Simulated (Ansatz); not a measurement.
Input and output of a self-consistent single point for LaPb₃ (P4mm, 4 atoms in the cell) (Ansatz, a first-principles code).

Method of the run: LDA (PW92), default PAW files made with PBE (plane waves; Ansatz).

The change in words: lattice scaled by 0.98; basis.ecutrho_ratio: default → 5. Reference geometry:
```xyz
4
Lattice="4.9335 0.0000 0.0000 0.0000 4.9335 0.0000 0.0000 0.0000 4.9335" Properties=species:S:1:pos:R:3 pbc="T T T"
La     0.0000     0.0000     0.0500
Pb     0.0000     2.4667     2.4667
Pb     2.4667     0.0000     2.4667
Pb     2.4667     2.4667     0.0000
```

Reference input (self-consistent single point, DFT, LDA (PW92), plane waves, default PAW files made with PBE): basis.ecutwfc = 30.9 Ry; kpoints.mp_grid.grid = 5 5 5; hamiltonian.xc = lda; hamiltonian.pseudopotentials = {kind: paw} (the program's default PAW files); scf.occupations.method = gaussian; scf.occupations.width = 0.0073 Ry. This run's input differs from it in these lines:

Ansatz 0.2 input:
```diff
@@ -2,12 +2,13 @@
   lattice:
-    - [4.933475, 0.000000, 0.000000]
-    - [0.000000, 4.933475, 0.000000]
-    - [0.000000, 0.000000, 4.933475]
+    - [4.834806, 0.000000, 0.000000]
+    - [0.000000, 4.834806, 0.000000]
+    - [0.000000, 0.000000, 4.834806]
   atoms:
-    - { symbol: La, position_ang: [0.000000, 0.000000, 0.050001] }
-    - { symbol: Pb, position_ang: [0.000000, 2.466737, 2.466737] }
-    - { symbol: Pb, position_ang: [2.466737, 0.000000, 2.466737] }
-    - { symbol: Pb, position_ang: [2.466737, 2.466737, 0.000000] }
+    - { symbol: La, position_ang: [0.000000, 0.000000, 0.049001] }
+    - { symbol: Pb, position_ang: [0.000000, 2.417403, 2.417403] }
+    - { symbol: Pb, position_ang: [2.417403, 0.000000, 2.417403] }
+    - { symbol: Pb, position_ang: [2.417403, 2.417403, 0.000000] }
 basis:
   ecutwfc: 30.9 Ry
+  ecutrho_ratio: 5
 kpoints:
```

Output (repeated stretches shortened):

```
SCF iter   1: F=—  HF=-40885.284519 eV  |F-HF|=—  |Δ(HF+E_count)|=         —  Δρ=6.35e-3  dr2=6.91e-2  ethr=1.77e-3  ⟨swp⟩=5.8  Hψ=2375  notcnv=0
all-band conjugate gradients solve this SCF's bands
preconditioner: auto → Resta (q_TF=auto, 2.405 Å⁻¹)
SCF iter   2: F=—  HF=-40885.270881 eV  |F-HF|=—  |Δ(HF+E_count)|=   1.36e-2  Δρ=2.95e-3  dr2=9.19e-3  ethr=1.30e-4  ⟨swp⟩=2.4  Hψ=943  notcnv=0  defer=17
SCF iter   3: F=—  HF=-40885.268196 eV  |F-HF|=—  |Δ(HF+E_count)|=   2.69e-3  Δρ=5.22e-4  dr2=5.02e-4  ethr=1.73e-5  ⟨swp⟩=2.8  Hψ=1125  notcnv=0  defer=17
SCF iter   4: F=—  HF=-40885.268084 eV  |F-HF|=—  |Δ(HF+E_count)|=   1.12e-4  Δρ=1.70e-4  dr2=4.37e-5  ethr=9.48e-7  ⟨swp⟩=2.0  Hψ=692  notcnv=0  defer=17
SCF iter   5: F=—  HF=-40885.268079 eV  |F-HF|=—  |Δ(HF+E_count)|=   4.70e-6  Δρ=3.38e-5  dr2=1.58e-6  ethr=8.25e-8  ⟨swp⟩=2.0  Hψ=762  notcnv=0  defer=10
SCF iter   6: F=-40885.268079 eV  HF=-40885.268079 eV  |F-HF|=5.94e-8  |Δ(HF+E_count)|=   1.83e-7  Δρ=7.21e-6  dr2=8.50e-8  ethr=1.89e-10  ⟨swp⟩=10.3  Hψ=3580  notcnv=0
SCF 1 converged in 6 iterations: F = -40885.268079 eV  dr2 = 8.50e-8
Free energy (F): -40885.268079 eV
Internal energy: -40885.261121 eV  (E = F + TS)
E sigma→0 (E₀):  -40885.264600 eV
Entropy (-TS):   -0.006958 eV (-1.740 meV/atom)
Fermi energy:    12.228511 eV
--- Forces (eV/Å), atoms counted from 1 ---
  atom   1  La     0.00000000     0.00000000    -0.25988835
  atom   2  Pb     0.00000000     0.00000000     0.13900636
  atom   3  Pb     0.00000000     0.00000000     0.13900636
  atom   4  Pb     0.00000000     0.00000000    -0.01812633
--- Stress (GPa, compression-positive) ---
       -0.026969       0.000000       0.000000
        0.000000      -0.026969       0.000000
        0.000000       0.000000      -0.021485
  P = ⅓ Tr σ = -0.0251 GPa (-0.251 kbar)
  The stress holds the Pulay correction. Without it, at fixed plane waves, as pw.x and ABINIT print it: P = -0.0414 GPa
```

The run converged in 6 iterations. Against the reference run the free energy goes down by 18.9 meV/atom, the pressure goes from -3.22 to -0.03 GPa and the largest force goes from 0.215 to 0.260 eV/Å.

The starting cell comes from a database of computed structures (which also holds hypothetical and non-ambient phases and stackings), without a prior relaxation at this level. Its lattice was rescaled by up to half a per cent. One atom was moved a little off its site on purpose. For this run, on top of that: lattice scaled by 0.98. Ansatz's pressure includes its estimate of the finite-basis (Pulay) stress.
